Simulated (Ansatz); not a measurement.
Take Ta in the bcc (W type) structure (space group Im-3m, No. 229; a = 3.305 Å) as the base. Axes: x, y, z lie along the cube axes.

Level of theory: Ansatz (an electronic-structure program), r2SCAN, PAW, cutoff 500 eV, without spin-orbit coupling.

For the base:

- Pressure = 0.0 GPa
- Shortest interatomic distance = 2.862 Å

Now apply this change: strain tensor (xx, yy, zz, yz, xz, xy) = (+1.33, +0.40, −0.26, +0.06, +0.35, +0.63) %, atoms relaxed at fixed cell.

Task: Predict the new pressure, shortest interatomic distance and energy relative to the base.

Result: The pressure (mean of the normal stresses, compression positive) goes from zero to -2.8 GPa; the shortest interatomic distance falls by 0.003 Å (2.862 Å → 2.859 Å); the energy goes up by 4.1 meV/atom.

Without a gap, meshes like the base's 20×20×20 leave anisotropic stresses uncertain by several tenths of a GPa, and small strain energies with them. No phonon test of stability was made. All final runs are without spin polarisation.
